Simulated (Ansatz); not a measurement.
Hypothetical diamond La, response to strain

The parent structure is La in the diamond structure (space group Fd-3m, No. 227; a = 6.6879 Å; a hypothetical phase, not in the database extracts checked; relaxed with 0.1 eV smearing). Axes: x, y, z lie along the cube axes.

Strains are applied to the cell and any free atomic positions relax; under biaxial strain the out-of-plane vector relaxes too.

Levels (all Ansatz, a program for electronic structure, PAW): PBE (420 eV, spin-orbit coupling left out); PBEsol (420 eV, spin-orbit coupling left out).

The base cell above is that of PBE; each level relaxes its own structures.

Notes on the quantities. energy relative to the base: free energy F.

```tsv
case	energy relative to the base, PBE	energy relative to the base, PBEsol
biaxial strain +0.14 %, plane normal [001], relaxed out of plane	0.0 meV/atom	[?]
uniaxial strain ε_yy = −2.50 %	+3.0 meV/atom	+3.7 meV/atom
strain tensor (xx, yy, zz, yz, xz, xy) = (−0.71, +0.21, +2.04, −0.47, +0.45, −0.24) %	+0.7 meV/atom	[?]
```

Task: What belongs in the blanks?

Result: 
- biaxial strain +0.14 %, plane normal [001], relaxed out of plane, energy relative to the base, PBEsol: 0.0 meV/atom
- strain tensor (xx, yy, zz, yz, xz, xy) = (−0.71, +0.21, +2.04, −0.47, +0.45, −0.24) %, energy relative to the base, PBEsol: +1.1 meV/atom

The two levels differ by at most about 0.7 meV/atom. They put the cases in the same order.

Whether these cells are dynamically stable was not tested.
